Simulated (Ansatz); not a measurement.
The starting structures come from a database of crystals and need not be the phases stable at ambient conditions.

Given:

```xyz
12
Lattice="5.1753 0.0000 0.0000 0.0000 7.3189 0.0000 0.0000 3.6595 3.6595" Properties=species:S:1:pos:R:3 pbc="T T T"
Sn     2.5876     1.8297     1.8297
Sn     0.0000     3.6595     0.0000
Sn     2.5876     5.4892     1.8297
Sn     0.0000     0.0000     0.0000
O      0.8337     6.6683     1.8297
O      4.3415     4.3101     1.8297
O      3.4214     6.1398     0.0000
O      1.7539     1.1791     0.0000
O      4.3415     1.8297     0.6507
O      0.8337     9.1487     3.0088
O      1.7539     3.6595     1.1791
O      3.4214     7.3189     2.4804
```

Space group of this cell: Pa-3. The cell is taken as given; by r2SCAN its mean pressure is -9.0 GPa.

Level of theory: r2SCAN (plane waves, PAW; Ansatz, a program for electronic structure).

The current runs along the normal of the first two printed vectors; no spin-orbit coupling. Scaled by the factor s: all lengths (ions clamped). Meshes 8×8×8 and 6×4 across the current in all rows.

```json
[
 {"s": "0.98", "mean pressure (GPa)": "4.2", "band gap (eV)": "?"},
 {"s": "1.00", "mean pressure (GPa)": "-9.0", "band gap (eV)": "1.11"},
 {"s": "1.02", "mean pressure (GPa)": "-18.6", "band gap (eV)": "0.53"}
]
```

Question: Take the slope of the band gap against ln s from the two given rows, extrapolate to s = 0.98, and say what the run there gives.

Answer: Slope = (0.53 − 1.11) / ln 1.02 = -29.3 eV. The line gives 1.11 + (-29.3) × ln 0.98 = 1.70 eV. The run gives 1.80 eV, 0.10 eV over the line, 17 % of the predicted step.
